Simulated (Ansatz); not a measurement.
Data:

```yaml
crystal:
  lattice:
    - [4.15872, 0.00000, 0.00000]
    - [0.00000, 4.15872, 0.00000]
    - [0.00000, 0.00000, 11.80891]
  atoms:
    - { symbol: As, position: [0.00000, 0.00000, 0.26979] }
    - { symbol: As, position: [0.50000, 0.50000, 0.00000] }
    - { symbol: As, position: [0.00000, 0.00000, 0.73021] }
    - { symbol: As, position: [0.50000, 0.50000, 0.50000] }
    - { symbol: Al, position: [0.50000, 0.00000, 0.61612] }
    - { symbol: Al, position: [0.00000, 0.50000, 0.38388] }
    - { symbol: In, position: [0.50000, 0.00000, 0.13415] }
    - { symbol: In, position: [0.00000, 0.50000, 0.86585] }
```

No spin polarisation.

Level of theory: Kohn–Sham DFT with the r2SCAN functional, run in Ansatz (an electronic-structure program) with PAW and 500 eV plane waves, without spin-orbit coupling. Γ-centred 8×8×3 mesh, Fermi–Dirac width 0.05 eV.

**Question.** Predict the electron mass, gap character, valence-band top at Γ and band gap.

**Answer.** The electron mass is 0.081 mₑ along c, 0.073 mₑ across (at Γ), the gap character (in this cell's own zone, which can be folded) comes out as direct at Γ and the valence-band top at Γ (three highest levels, from the VBM) is 0.00, 0.00, -0.19 eV. The band gap comes out as 1.10 eV.

These are small ordered cells, not random alloys; other orderings at the same x differ. Effective masses come from finite differences of ±0.01 Å⁻¹. Whether these cells are dynamically stable was not tested. The cell was made from InAs by this change: x(Al) = 0.5, 8 atoms, P-4m2.
